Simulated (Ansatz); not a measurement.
The starting structures come from a database of crystals and need not be the phases stable at ambient conditions.

 Where the default PAW files enter, the runs use the earlier of Ansatz's two default sets.

Inside the gap of an insulator the Bloch states are evanescent, with a wavenumber k + iκ along the transport direction.

Data:

```yaml
crystal:
  lattice:
    - [6.77517, 0.00000, 0.00000]
    - [0.00000, 6.77517, 0.00000]
    - [3.38759, -3.38759, 3.38759]
  atoms:
    - { symbol: Zr, position: [0.12500, 0.12500, 0.25000] }
    - { symbol: Zr, position: [0.37500, 0.37500, 0.75000] }
    - { symbol: Zr, position: [0.25000, 0.87500, 0.50000] }
    - { symbol: Zr, position: [0.75000, 0.62500, 0.50000] }
    - { symbol: Zr, position: [0.87500, 0.75000, 0.00000] }
    - { symbol: Zr, position: [0.62500, 0.25000, 0.00000] }
    - { symbol: N, position: [0.36968, 0.63032, 0.63032] }
    - { symbol: N, position: [0.63032, 0.50000, 0.86968] }
    - { symbol: N, position: [0.50000, 0.00000, 0.63032] }
    - { symbol: N, position: [0.00000, 0.36968, 0.86968] }
    - { symbol: N, position: [0.13032, 0.50000, 0.36968] }
    - { symbol: N, position: [0.86968, 0.13032, 0.13032] }
    - { symbol: N, position: [0.00000, 0.86968, 0.36968] }
    - { symbol: N, position: [0.50000, 0.00000, 0.13032] }
```

Space group of this cell: I-43d. The cell is taken as given; by PBEsol its mean pressure is -5.5 GPa.

Transport runs along the normal of the first two printed cell vectors, the (001) plane of the conventional cell.

The gap is the functional's own, uncorrected, and κ follows it; spin-orbit coupling is left out. Mid-gap values are interpolated between the computed energies.

Estimate the band gap and the smallest decay constant κ at mid-gap that Ansatz (an electronic-structure program) with PBEsol returns for this system.

Gap 0.62 eV on a 10×10×10 mesh; κ = 0.137 1/Å, at the zone centre.
